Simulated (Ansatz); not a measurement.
Pressure series in hypothetical anti-CdI2 type W2N

Consider W2N in the anti-CdI2 type structure (space group P-3m1, No. 164; a hypothetical phase, not in the database extracts checked).

```
W2N
1.0
    2.80136     0.00000     0.00000
   -1.40068     2.42605     0.00000
    0.00000     0.00000     5.30525
N W
1 2
Direct
  0.00000   0.00000   0.00000
  0.33333   0.66667   0.26880
  0.66667   0.33333   0.73120
```

Cell and atoms are relaxed at each pressure.

Level of theory: PBEsol in Ansatz (plane waves to 420 eV, PAW, no SOC).

| P (GPa) | V (Å³/atom) |
|---|---|
| -2.00 | 12.087 |
| -0.99 | 12.053 |
| 0.30 | 12.009 |
| 0.70 | 11.995 |
| 1.49 | 11.969 |
| 2.99 | 11.919 |
| 5.00 | 11.855 |
| 7.48 | 11.779 |
| 9.98 | 11.704 |

Fit a third-order Birch–Murnaghan equation of state.

Least squares on P(V) = (3B₀/2)[(V₀/V)^(7/3) − (V₀/V)^(5/3)]·[1 + (3/4)(B₀′ − 4)((V₀/V)^(2/3) − 1)] gives V₀ = 12.02 Å³/atom, B₀ = 354 GPa and B₀′ = 4.6.

Load acts through the strain it causes; cell and atoms are relaxed under it. Whether these cells are dynamically stable was not tested. Competing high-pressure phases were not computed. All final runs are without spin polarisation. An odd electron count without spin: W2N.

Ansatz is a first-principles code.
